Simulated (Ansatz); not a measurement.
Take Ge in the diamond structure (space group Fd-3m, No. 227) as the base.

```yaml
crystal:
  lattice:
    - [0.00000, 2.83808, 2.83808]
    - [2.83808, 0.00000, 2.83808]
    - [2.83808, 2.83808, 0.00000]
  atoms:
    - { symbol: Ge, position: [0.00000, 0.00000, 0.00000] }
    - { symbol: Ge, position: [0.25000, 0.25000, 0.25000] }
```

Cartesian axes are those of the cell as printed.

The values are results of PBEsol (Ansatz, a first-principles code), no spin-orbit coupling, not measurements.

Base values:

- Shortest interatomic distance = 245.8 pm

Now apply this change: biaxial strain +2.08 %, plane normal [111], relaxed out of plane (Cartesian); in-plane vectors clamped, the third vector and the atoms free.

Task: Predict the new shortest interatomic distance.

Result: The shortest interatomic distance grows by 0.6 pm to 246.4 pm.

Task: What does the calculation give for the energy relative to the base after the change?

Result: The energy rises by 9.3 meV/atom.

Stability against distortions was not tested.
